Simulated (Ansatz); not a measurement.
# Habitual settings against a tight run: LaZn (Pm-3m, 2 atoms in the cell)

Self-consistent single point.

```
CELL_PARAMETERS angstrom
      3.81181     0.00000     0.00000
      0.00000     3.81181     0.00000
      0.00000     0.00000     3.81181
ATOMIC_POSITIONS crystal
  La 0.00000 0.00000 0.00000
  Zn 0.50000 0.50000 0.50000
```

Method of the run: PBEsol, PAW files made with PBE (plane waves; Ansatz, a program for electronic structure).

Base settings: basis.ecutwfc = 420 eV; kpoints.mp_grid.grid = 7 7 7; hamiltonian.xc = pbesol; hamiltonian.pseudopotentials = {kind: paw} (the program's default PAW files); scf.occupations.method = cold; scf.occupations.width = 0.136 eV.

Tight run (finer mesh or higher cutoff; not a proven limit): basis.ecutwfc: 420 eV → 590 eV; kpoints.mp_grid.grid: 7 7 7 → 10 10 10; scf.convergence.dr2_threshold: default (1e-07 eV) → 1e-09 eV. It gave Fermi level (on the code's own zero) 9.98 eV; pressure -4.26 GPa.

Quick runs, as changes from the base:
- A: the base itself
- B: kpoints.mp_grid.grid: 7 7 7 → 4 4 4; scf.occupations.width: 0.136 eV → 0.5 eV; scf.convergence.dr2_threshold: default (1e-07 eV) → 0.0001 eV
- C: basis.ecutwfc: 420 eV → 295 eV; kpoints.mp_grid.grid: 7 7 7 → 8 8 8
- D: basis.ecutwfc: 420 eV → 295 eV; kpoints.mp_grid.grid: 7 7 7 → 4 4 4; scf.convergence.dr2_threshold: default (1e-07 eV) → 0.0001 eV
- E: basis.ecutwfc: 420 eV → 250 eV; kpoints.mp_grid.grid: 7 7 7 → 3 3 3; scf.occupations.method: cold → fermi_dirac; scf.occupations.width: 0.136 eV → 0.5 eV
- F: basis.ecutwfc: 420 eV → 335 eV; kpoints.mp_grid.grid: 7 7 7 → 6 6 6; scf.occupations.width: 0.136 eV → 0.272 eV

Energies are extrapolated to zero smearing width, which holds to low order in the width alone.

The count of work is k-points × plane waves × bands × iterations; it is no time. 

Pressures in the table are Ansatz's without its Pulay estimate, at a fixed set of plane waves; the tight run's value above holds the estimate.

The starting cell comes from a database of computed structures (which also holds hypothetical and non-ambient phases and stackings), without a prior relaxation at this level. Its lattice was rescaled by a random factor within 2.5 % of one. In the base run, with a pressure of about -4 GPa the cell is away from its equilibrium volume at this level.

```tsv
run	energy less tight (meV/atom)	pressure less tight (GPa)	count of work / tight
A	-0.9	0.10	0.17
B	-32.2	-0.86	0.066
C	91.4	-4.52	0.16
D	48.8	-5.78	0.034
E	538.3	-23.54	0.020
F	11.0	-0.64	0.12
```

Among the runs at the tight run's level, the energy misses run from 0.9 to 538.3 meV/atom.

Keys are those of Ansatz 0.2.
